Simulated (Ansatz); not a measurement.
## Hypothetical diamond Mg, pressure series

The reference is Mg in the diamond structure (space group Fd-3m, No. 227; a = 6.783 Å; a hypothetical phase, not in the database extracts checked).

Cell and atoms are relaxed at each pressure.

Method: Ansatz (an electronic-structure program), PBEsol, PAW, cutoff 420 eV, no spin-orbit coupling.

| pressure (GPa) | volume per atom (Å³/atom) |
|---|---|
| -2 | 55.998 |
| -1 | 43.186 |
| 0 | 39.012 |
| 0.3 | 38.068 |
| 0.7 | 36.971 |
| 3 | 32.600 |
| 5 | 30.156 |
| 7.5 | ? |
| 10 | 26.285 |

### Question
Fit the third-order Birch–Murnaghan form P(V) = (3B₀/2)[(V₀/V)^(7/3) − (V₀/V)^(5/3)]·[1 + (3/4)(B₀′ − 4)((V₀/V)^(2/3) − 1)] (squares taken in P) to the rows shown and predict the withheld row.

### Answer
Least squares on the printed values gives V₀ = 39.047 Å³/atom, B₀ = 11.5 GPa, B₀′ = 4.0; this predicts 27.941 Å³/atom, and the run gives 27.970 Å³/atom, 0.029 higher.

Load acts through the strain it causes; cell and atoms are relaxed under it. No phonon test of stability was made. No other phases were tried under pressure.
